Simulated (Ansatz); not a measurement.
```yaml
crystal:
  lattice:
    - [0.00000, 3.28462, 3.28462]
    - [3.28462, 0.00000, 3.28462]
    - [3.28462, 3.28462, 0.00000]
  atoms:
    - { symbol: Te, position: [0.00000, 0.00000, 0.00000] }
    - { symbol: Pb, position: [0.50000, 0.50000, 0.50000] }
```

Spin-orbit coupling is not included.

List the harmonic phonon frequencies (cm⁻¹; finite displacements on a 6×6×6 mesh, DFT at the PBE level (Ansatz, a program for electronic structure), k mesh 6×6×6) at q = (0.000, 0.333, 0.333), (0.000, 0.333, -0.500), (0.000, 0.167, -0.167), in fractions of this cell's reciprocal vectors. At Γ leave out the LO-TO shift.


- (0.000, 0.333, 0.333): 23, 23, 56, 56, 58, 87
- (0.000, 0.333, -0.500): 31, 34, 46, 69, 75, 82
- (0.000, 0.167, -0.167): 24, 40, 55, 61, 83, 108
